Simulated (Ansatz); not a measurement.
# B20 (FeSi-type) CoSi

Calculation: HSE06 in Ansatz (plane waves, PAW).

Settings: plane-wave cutoff 460 eV, 6×6×6 k mesh, Fermi–Dirac smearing 0.05 eV, no spin polarisation, scalar-relativistic PAW data made under PBE.

Cell (relaxed at this level):

CoSi has the cubic space group P2₁3 (No. 198), Pearson symbol cP8. Cell: a = 4.362 Å, b = 4.362 Å, c = 4.362 Å, α = 90.00°, β = 90.00°, γ = 90.00°. Co on 4a has 7 Si at 2.278–2.400 Å and 6 Co at 2.681 Å. Si on 4a has 7 Co at 2.278–2.400 Å and 6 Si at 2.700 Å. (Neighbours: up to the widest gap in distance over summed covalent radii, below 1.35, at either atom; cation-cation and far metal-metal contacts left out.)

```yaml
lattice_parameter_a: 4.362 Å
```

Measured, for comparison: lattice constant a 4.444 Å (temperature not stated, no zero-point or thermal correction; as tabulated in Wikipedia's data pages). Computed (rounded) less measured: lattice constant a -1.8 %. A static lattice is as a rule a little smaller and stiffer than an uncorrected measurement, which narrows the difference in the lattice constant a and would widen misses of the other sign.

Note: the run has no spin polarisation, so it can have missed a magnetic state.

Ansatz is a quantum-chemistry and plane-wave program.
